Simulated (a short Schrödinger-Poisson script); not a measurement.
Solved with a short Schrödinger-Poisson script written for these runs: 1D Poisson equation in equilibrium, electrons quantum, Hartree (BenDaniel-Duke, 40 states a valley, the channel's in-plane mass for all, wave functions free to enter the barrier), parabolic valleys, classical holes, donors ionised by Fermi statistics, acceptors fully, no traps, pinning or gate leakage.

Stack: gated Al0.25Ga0.75As/GaAs modulation-doped gas, at 20 K.

From the gate side: 15 nm Al0.25Ga0.75As; 10 nm Al0.25Ga0.75As, donors 2.5e18 cm⁻³; 2 nm Al0.25Ga0.75As; 6000 nm GaAs, acceptors 3e15 cm⁻³.

The device is made up for the run: typed textbook-type constants, with dimensions and the other settings drawn at random. Al0.25Ga0.75As: permittivity 12.19, conduction-band edge (eV) 0.198, gap (eV) 1.736, electron mass (mₑ) 0.0878, Nv at 300 K (cm⁻³) 9e18. GaAs: permittivity 12.9, conduction-band edge (eV) 0, gap (eV) 1.424, Nv at 300 K (cm⁻³) 9e18.

Channel valleys (confinement mass, in-plane density-of-states mass, number): Γ 0.067, 0.067, 1. At the gate the conduction-band edge of layer 1 lies 0.95 eV − eVg above the Fermi level of the channel; the field vanishes at the back. Donor level 0.05 eV below the band edge. The barrier under the gate holds no holes. Gaps are held at their typed values at every temperature. Mesh 0.08 nm at interfaces.

**Question.** Give the centroid of the channel electrons at Vg = 0.5 V (nm); the capacitance at Vg = 0.5 V (μF/cm²); the sheet density of all electrons at Vg = 0.5 V (cm⁻²).

**Answer.** centroid of the channel electrons at Vg = 0.5 V (nm): 4.95; capacitance at Vg = 0.5 V (μF/cm²): 0.493; sheet density of all electrons at Vg = 0.5 V (cm⁻²): 6.72e11.
